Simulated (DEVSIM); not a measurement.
## Schottky contact on p-type GaAs

System: Schottky contact on p-type GaAs, at 250 K.

| layer (left to right) | material | thickness (μm) | Na (cm⁻³) | τn (s) | τp (s) |
|---|---|---|---|---|---|
| 1 | GaAs | 3.40 | 2.9e17 | 1.6e-9 | 1.6e-9 |

Left contact: Schottky, work function 4.514 eV, emission velocity 8.8e6 cm/s. Right contact: ohmic. Voltage is applied to the left contact. Recombination: SRH at mid-gap, radiative, Auger. Mobility is constant in doping.

This is a model device: material constants are rounded textbook-type values typed into the input, and sizes, dopings and lifetimes were drawn at random. Values at 300 K; Nc and Nv go as T^1.5, mobilities as T to minus their exponent, the gap by Varshni's rule with the affinity fixed.

| parameter | GaAs |
|---|---|
| gap (eV) | 1.424 |
| affinity (eV) | 4.07 |
| permittivity | 12.9 |
| Nc (cm⁻³) | 4.7e17 |
| Nv (cm⁻³) | 9e18 |
| μn (cm²/Vs) | 8500 |
| μp (cm²/Vs) | 400 |
| T exponent of μn | 2.1 |
| T exponent of μp | 2.2 |
| B (cm³/s) | 2e-10 |
| Cn (cm⁶/s) | 1e-30 |
| Cp (cm⁶/s) | 1e-30 |
| Varshni α (eV/K) | 0.000541 |
| Varshni β (K) | 204 |

Model (solved in DEVSIM): 1D drift-diffusion, Boltzmann statistics, complete ionisation; no tunnelling, impact ionisation, image-force lowering or self-heating. Metal contacts follow the ideal Schottky-Mott rule: no Fermi-level pinning, no interface dipoles.

- Potential step across the device at zero bias: 0.934 V
- Largest field in the device at zero bias: 270000 V/cm
- Dark forward voltage at 1 A/cm²: 0.658 V
- Dark forward voltage at 100 A/cm²: 0.760 V

Dark forward current:

```tsv
V (V)	J (A/cm²)
-0.05	-6.8e-13
-0.10	-6.5e-12
-0.15	-6.2e-11
-0.20	-6.2e-10
-0.25	-6.3e-9
-0.30	-6.3e-8
-0.35	-6.4e-7
-0.40	-6.5e-6
-0.45	-6.6e-5
-0.50	-0.00067
-0.55	-0.0068
-0.60	-0.069
-0.65	-0.70
-0.70	-7.0
-0.75	-67
-0.80	-520
-0.85	-2100
```

Small-signal capacitance in reverse bias (quasi-static):

```tsv
V (V)	C (nF/cm²)
0.1	162
0.25	151
0.5	137
0.75	126
1	118
```
